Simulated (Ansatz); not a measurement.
## Response to strain in HgS

Base system: HgS in the zinc blende structure (space group F-43m, No. 216; a = 5.8759 Å). Axes: x, y, z lie along the cube axes.

Strains are applied to the cell and any free atomic positions relax; under biaxial strain the out-of-plane vector relaxes too.

Level of theory: Kohn–Sham DFT with the PBEsol functional, run in Ansatz (an electronic-structure program) with PAW and 420 eV plane waves, no spin-orbit coupling.

Notes on the quantities. energy relative to the base: free energy F.

```csv
variant,energy relative to the base,volume per atom
base,0 meV/atom,25.36 Å³
"biaxial strain −2.03 %, plane normal [001], relaxed out of plane",(withheld),(withheld)
"biaxial strain +0.64 %, plane normal [001], relaxed out of plane",+0.3 meV/atom,25.43 Å³
"biaxial strain +2.07 %, plane normal [001], relaxed out of plane",+2.7 meV/atom,25.56 Å³
"biaxial strain +0.29 %, plane normal [110], relaxed out of plane",+0.1 meV/atom,25.43 Å³
uniaxial strain ε_xx = −0.13 %,0.0 meV/atom,25.33 Å³
```

What belongs in the blanks?


- biaxial strain −2.03 %, plane normal [001], relaxed out of plane, energy relative to the base: +2.8 meV/atom
- biaxial strain −2.03 %, plane normal [001], relaxed out of plane, volume per atom: 25.09 Å³

A biaxial case was relaxed in a doubled cell and then solved in the primitive one. The mesh was chosen for an insulator and is coarse for the gapless case. No phonon test of stability was made. The final runs are not spin-polarised.
